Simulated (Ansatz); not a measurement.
Subject: the energy of the reaction as written. Reaction: 8 C (graphite) + 1/2 N2 (gas) → cell A. Negative: the products are lower in energy.

Cell A: a layer of C (graphite, P6₃/mmc), 9 atoms, hexagonal cell of 4.93 Å (21.0 Å²), symmetry Cmm2 within 0.02 Å, 1.5 Å thick under 16 Å of vacuum, in-plane vectors held at the crystal's; planes from bottom to top: C8 | N, its two faces unlike (dipole correction applied); added, foreign or displaced atoms, above the top plane: N bound to 2 C at 1.47 Å; spin state with PBE: net moment 0.8 μB a cell, k-point mesh 7×7×1.
```
C8N
1.0
    4.92998     0.00000     0.00000
   -2.46499     4.26949     0.00000
    0.00000     0.00000    17.09333
C N
8 1
Cartesian
 -0.03180  -0.01836   8.12797
  1.26429   0.72994   8.12797
 -1.23636   2.13251   7.93000
  0.00387   2.84856   7.93000
  2.49204  -0.00661   7.89555
  3.67044   0.71819   7.89555
  1.24030   2.16147   7.89555
  2.45719   2.81960   7.89555
  0.61625   0.35579   9.39518
```

Reference: C (graphite, P6₃/mmc), 16 atoms in the cell, the relaxed perfect crystal repeated, atoms not moved again, k-point mesh 7×7×4 on the run's own vectors.

Reference: an isolated N2 molecule (singlet) in a box of 11 × 11 × 13 Å.

Plane-wave PAW calculations with Ansatz (a program for electronic structure), its default PAW set, cutoff 420 eV, 500 eV for r2SCAN. The structures are at rest with PBE+D3(BJ), within the held lattices; other levels are single points on them. HSE06 runs on coarser k-point meshes, mended by the PBE difference between the two meshes. Neutral cells; Fermi-Dirac smearing of at most 0.05 eV in the solids, energies taken to zero width. The lattices are those relaxed with PBE+D3(BJ), so at other levels the solids can be strained, which adds to the spread. A dispersion term (D3(BJ), or D4 for r2SCAN) was computed beside these levels and is taken off wherever the name lacks it. No zero-point or thermal terms. Cells are local rest points, mostly with their start's symmetry. No search over spin orders was made beyond those shown. No correction for cell size. The state moves with the level: A has a net moment of 1.0 μB with HSE06 and 0.8 μB with PBE. Cell A has symmetry Cmm2 within 0.02 Å and got no random move, so less symmetric positions, which may lie lower, weren't tried.

**Question.** What is the computed value (r2SCAN+D4)?

**Answer.** 4.87 eV, for 8 C (graphite) + 1/2 N2 (gas) → cell A.

**Question.** How does the value move with the functional?

**Answer.** 
```json
[
 {"Method": "PBE", "value (eV)": "4.37", "less r2SCAN+D4": "-0.50"},
 {"Method": "PBE+D3(BJ)", "value (eV)": "4.81", "less r2SCAN+D4": "-0.06"},
 {"Method": "r2SCAN", "value (eV)": "4.61", "less r2SCAN+D4": "-0.26"},
 {"Method": "HSE06", "value (eV)": "4.53", "less r2SCAN+D4": "-0.34"}
]
```

The levels shown span 0.50 eV, from PBE (4.37) to r2SCAN+D4 (4.87).
